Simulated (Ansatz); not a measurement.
The parent structure is Pd in the fcc (Cu type) structure (space group Fm-3m, No. 225; a = 3.878 Å; relaxed with 0.1 eV smearing). Axes: x, y, z lie along the cube axes.

The values are results of PBEsol (Ansatz, a program for electronic structure; PAW; 420 eV plane waves; no spin-orbit coupling), not measurements.

Strains are applied to the cell and any free atomic positions relax; under biaxial strain the out-of-plane vector relaxes too.

One change was made to it. Results:

| quantity | base | after |
|---|---|---|
| energy relative to the base (free energy F) | 0 meV/atom | +3.7 meV/atom |
| pressure (mean of the normal stresses, compression positive) | 0.0 GPa | 1.9 GPa |

**Question.** What was done to the base?
A. biaxial strain +2.50 %, plane normal [001], relaxed out of plane
B. biaxial strain −1.50 %, plane normal [001], relaxed out of plane
C. biaxial strain −2.50 %, plane normal [001], relaxed out of plane

**Answer.** B, biaxial strain −1.50 %, plane normal [001], relaxed out of plane. For comparison, the energy relative to the base in the other runs: biaxial strain −2.50 %, plane normal [001], relaxed out of plane gives +11 meV/atom; biaxial strain +2.50 %, plane normal [001], relaxed out of plane gives +7.8 meV/atom.

Whether these cells are dynamically stable was not tested. All final runs are without spin polarisation.
